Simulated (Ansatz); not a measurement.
System: FeOOH (Pnma, No. 62; cell taken from a computed entry). Method: LDA in Ansatz (plane waves, PAW).

Run with plane-wave cutoff 500 eV, 4×14×10 k mesh (along the axes of the cell as run), Fermi–Dirac smearing 0.05 eV, spin-polarised start, scalar-relativistic PAW data made under PBE.

Computed at the level's own relaxed cell.

### Question
What does this level give for the equilibrium volume per atom?

### Answer

* **equilibrium volume per atom**: 6.87 Å³/atom

Note: the magnetic order was assumed, not searched for or taken from measurement; the relaxation could not lower the start's symmetry, so the cell can be a saddle point above a distorted one.

Ansatz is an electronic-structure program.
